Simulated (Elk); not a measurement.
# Input and output of a self-consistent single point for Ta2N (P-3m1, 3 atoms in the cell) (Elk)

Method of the run: PBE, all-electron FP-LAPW, Elk's shipped species files, default APW+lo basis in Elk.

Input as run:

```
tasks
  0

xctype
  20

rmtscf
  0.84

swidth
  0.00499791

maxscl
  100

scale
  1.889726125

avec
    3.1128600933   -0.0000000216    0.0000000000
   -1.5564300279    2.6958159300    0.0000000000
    0.0000000000    0.0000000000    4.8698400000

sppath
  'species/'

atoms
  2
  'Ta.in'
  2
  0.6666666667  0.3333333333  0.7452900000    0.0 0.0 0.0
  0.3333333333  0.6666666667  0.2547100000    0.0 0.0 0.0
  'N.in'
  1
  0.0000000000  0.0000000000  0.0000000000    0.0 0.0 0.0

ngridk
  10 10 6
```

Output (repeated stretches shortened):

```
│ Elk code version 10.2.4 │

All units are atomic (Hartree, Bohr, etc.)

│ Ground-state run starting from atomic densities │

Lattice vectors :
   5.882453042     -0.4081808430E-07   0.000000000
  -2.941226485       5.094353791       0.000000000
   0.000000000       0.000000000       9.202663873

Unit cell volume      :    275.7789599
Brillouin zone volume :   0.8994530021

Muffin-tin inner radius fraction :   0.1000000000E-01

Nuclei treated as point charges

Species :    1 (Ta)
 parameters loaded from : Ta.in
 name : tantalum
 nuclear charge    :   -73.00000000
 electronic charge :    73.00000000
 atomic mass :    329847.8433
 muffin-tin radius :    2.352000000
 number of radial points in muffin-tin :    697
 atomic positions (lattice), magnetic fields (Cartesian) :
   1 :  -0.33333333  0.33333333 -0.25471000    0.00000000  0.00000000  0.00000000
   2 :   0.33333333 -0.33333333  0.25471000    0.00000000  0.00000000  0.00000000

Species :    2 (N)
 parameters loaded from : N.in
 name : nitrogen
 nuclear charge    :   -7.000000000
 electronic charge :    7.000000000
 atomic mass :    25532.65214
 muffin-tin radius :    1.512000000
 number of radial points in muffin-tin :    297
 atomic positions (lattice), magnetic fields (Cartesian) :
   1 :   0.00000000  0.00000000  0.00000000    0.00000000  0.00000000  0.00000000

Total number of atoms per unit cell :    3

Spin treatment :
 spin-unpolarised

Number of Bravais lattice symmetries :   24
Number of crystal symmetries         :   12
Crystal has inversion symmetry
Real symmetric eigensolver will be used

k-point grid :     10    10     6
k-point offset :    0.000000000       0.000000000       0.000000000
k-point set is reduced with full crystal symmetry group
Total number of k-points :       72

Muffin-tin radius times maximum |G+k| :    7.000000000
 using average radius
Maximum |G+k| for APW functions       :    3.378378378
Maximum (1/2)|G+k|²                   :    5.706720234
Maximum |G| for potential and density :    12.00000000
 potential will be trimmed for |G| > 2 gkmax
Constant for pseudocharge density :    7
Radial integration step length :    4

G-vector grid sizes :     24    24    36
Number of G-vectors :     8075

Maximum angular momentum used for
 APW functions                      :    8
 outer part of muffin-tin           :    6
 inner part of muffin-tin           :    1

Total nuclear charge    :   -153.0000000
Total core charge       :    94.00000000
Total valence charge    :    59.00000000
Total excess charge     :    0.000000000
Total electronic charge :    153.0000000

Effective Wigner radius, rₛ :   0.7549653676

Number of empty states         :   12
Total number of valence states :   42
Total number of core states    :   94

Total number of local-orbitals :   59

Exchange-correlation functional :     20     0     0
 Perdew-Burke-Ernzerhof, Phys. Rev. Lett. 77, 3865 (1996)
 gradient requirement :    1
 generalised gradient approximation (GGA)

Smearing type :    3
 Fermi-Dirac
Smearing width :   0.4997910000E-02
Effective electronic temperature (K) :    1578.215154

Mixing type :    3
 Broyden mixing, J. Phys. A: Math. Gen. 17, L317 (1984)

Kohn-Sham potential initialised from atomic data

│ Self-consistent loop started │
│ Loop number : 1 │
 total energy                :     -31295.8078098
│ Loop number : 2 │
 total energy                :     -31296.6078766
RMS change in Kohn-Sham potential (target) :    1.400761735     (  0.1000000000E-05)
Absolute change in total energy (target)   :   0.8000667596     (  0.1000000000E-03)
│ Loop number : 3 │
 total energy                :     -31296.1234255
RMS change in Kohn-Sham potential (target) :    1.378629813     (  0.1000000000E-05)
Absolute change in total energy (target)   :   0.2844343471     (  0.1000000000E-03)
│ Loop number : 4 │
 total energy                :     -31301.8621920
RMS change in Kohn-Sham potential (target) :   0.7093696633     (  0.1000000000E-05)
Absolute change in total energy (target)   :    5.667657895     (  0.1000000000E-03)
│ Loop number : 5 │
 total energy                :     -31305.1558763
RMS change in Kohn-Sham potential (target) :   0.2405068913     (  0.1000000000E-05)
Absolute change in total energy (target)   :    4.710598794     (  0.1000000000E-03)
│ Loop number : 6 │
 total energy                :     -31306.4693719
RMS change in Kohn-Sham potential (target) :   0.7384792886E-01 (  0.1000000000E-05)
Absolute change in total energy (target)   :    2.491145299     (  0.1000000000E-03)
│ Loop number : 7 │
 total energy                :     -31307.1305805
RMS change in Kohn-Sham potential (target) :   0.1815266937E-01 (  0.1000000000E-05)
Absolute change in total energy (target)   :    1.283994871     (  0.1000000000E-03)
│ Loop number : 8 │
 total energy                :     -31307.2500610
RMS change in Kohn-Sham potential (target) :   0.3623950735E-02 (  0.1000000000E-05)
Absolute change in total energy (target)   :   0.4404792911     (  0.1000000000E-03)
│ Loop number : 9 │
 total energy                :     -31307.3350457
RMS change in Kohn-Sham potential (target) :   0.1234744539E-02 (  0.1000000000E-05)
Absolute change in total energy (target)   :   0.1951044743     (  0.1000000000E-03)
│ Loop number : 10 │
 total energy                :     -31307.3149535
RMS change in Kohn-Sham potential (target) :   0.4271709551E-03 (  0.1000000000E-05)
Absolute change in total energy (target)   :   0.2868397264E-01 (  0.1000000000E-03)
│ Loop number : 11 │
 total energy                :     -31307.3167130
RMS change in Kohn-Sham potential (target) :   0.3914227272E-03 (  0.1000000000E-05)
Absolute change in total energy (target)   :   0.8930479213E-02 (  0.1000000000E-03)
│ Loop number : 12 │
 total energy                :     -31307.3104335
RMS change in Kohn-Sham potential (target) :   0.1631134206E-04 (  0.1000000000E-05)
Absolute change in total energy (target)   :   0.4046870454E-02 (  0.1000000000E-03)
│ Loop number : 13 │
 total energy                :     -31307.3104826
RMS change in Kohn-Sham potential (target) :   0.4420685545E-05 (  0.1000000000E-05)
Absolute change in total energy (target)   :   0.9626771716E-03 (  0.1000000000E-03)
│ Loop number : 14 │
 total energy                :     -31307.3103784
RMS change in Kohn-Sham potential (target) :   0.2255970609E-05 (  0.1000000000E-05)
Absolute change in total energy (target)   :   0.3448792813E-03 (  0.1000000000E-03)
│ Loop number : 15 │
 total energy                :     -31307.3103164
RMS change in Kohn-Sham potential (target) :   0.9659762719E-06 (  0.1000000000E-05)
Absolute change in total energy (target)   :   0.1481496911E-03 (  0.1000000000E-03)
│ Loop number : 16 │
 total energy                :     -31307.3102957
RMS change in Kohn-Sham potential (target) :   0.1176235477E-06 (  0.1000000000E-05)
Absolute change in total energy (target)   :   0.5779709682E-04 (  0.1000000000E-03)
Convergence targets achieved

│ Loop number : 17 │

Energies :
 Fermi                       :     0.521548356860
 sum of eigenvalues          :     -19130.4483650
 electron kinetic            :      35137.9523211
 core electron kinetic       :      33950.1306059
 Coulomb                     :     -65802.8776863
 Coulomb potential           :     -53428.3822724
 nuclear-nuclear             :     -2534.00725014
 electron-nuclear            :     -73109.3586000
 Hartree                     :      9840.48816380
 Madelung                    :     -39088.6865501
 xc potential                :     -840.018413636
 exchange                    :     -633.330103254
 correlation                 :     -9.05195709962
 electron entropic           :    -0.287083972461E-02
 total energy                :     -31307.3102965

Density of states at Fermi energy :    35.47036219
 (states/Hartree/unit cell)

Estimated indirect band gap :   0.5338282204E-03
 from k-point      2 to k-point     30
Estimated direct band gap   :   0.2457829008E-02
 at k-point      2

Charges :
 core                        :    94.00000000
 valence                     :    59.00000000
 interstitial                :    6.597605989
 muffin-tins (core leakage)
  species :    1 (Ta)
   atom    1                 :    70.35730092     (  0.5938989631E-05)
   atom    2                 :    70.35730092     (  0.5938989631E-05)
  species :    2 (N)
   atom    1                 :    5.687792175     (  0.3788009836E-05)
 total in muffin-tins        :    146.4023940
 total calculated charge     :    152.9919191
 total charge                :    153.0000000
 error                       :   0.8080920190E-02

│ Self-consistent loop stopped │
```

The run converged in 17 iterations. The count includes the last loop, which Elk runs after its targets are met.

The starting cell comes from a database of computed structures (which also holds hypothetical and non-ambient phases and stackings), without a prior relaxation at this level. Spin-orbit coupling is off. Spin polarisation is off. Values depend on the basis (sphere radii, cutoffs, local orbitals), which need not be converged. The log's line on a gap gives a spacing of levels on this mesh, which the program prints for metals too.
